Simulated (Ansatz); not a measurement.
The reference is Te$_{3}$As$_{2}$ (space group C2/m, No. 12; made of chains).

```yaml
crystal:
  lattice:
    - [7.52004, -2.01472, 0.00000]
    - [7.52004, 2.01472, 0.00000]
    - [-0.71010, 0.00000, 10.16716]
  atoms:
    - { symbol: Te, position: [0.04061, 0.04061, 0.28921] }
    - { symbol: Te, position: [0.95939, 0.95939, 0.71079] }
    - { symbol: Te, position: [0.77749, 0.77749, 0.33182] }
    - { symbol: Te, position: [0.22251, 0.22251, 0.66818] }
    - { symbol: Te, position: [0.36795, 0.36795, 0.02804] }
    - { symbol: Te, position: [0.63205, 0.63205, 0.97196] }
    - { symbol: As, position: [0.62148, 0.62148, 0.43316] }
    - { symbol: As, position: [0.37852, 0.37852, 0.56684] }
    - { symbol: As, position: [0.20739, 0.20739, 0.14069] }
    - { symbol: As, position: [0.79261, 0.79261, 0.85931] }
```

Cartesian axes are those of the cell as printed.

Method: r2SCAN/PAW in Ansatz (a program for electronic structure), spin-orbit coupling left out, earlier PAW set.

For the base:

* **Pressure**: 0.00 GPa

Now apply this change: biaxial strain −2.89 %, plane normal [001], relaxed out of plane (Cartesian); in-plane vectors clamped, the third vector and the atoms free.

### Question
What happens to the out-of-plane strain and pressure?

### Answer
The out-of-plane strain is +2.21 %; the pressure (mean of the normal stresses, compression positive) goes from zero to 1.15 GPa.

No phonon test of stability was made. No dispersion term is included, though the crystal is made of layers, chains or molecules, so its spacings can come out too wide.
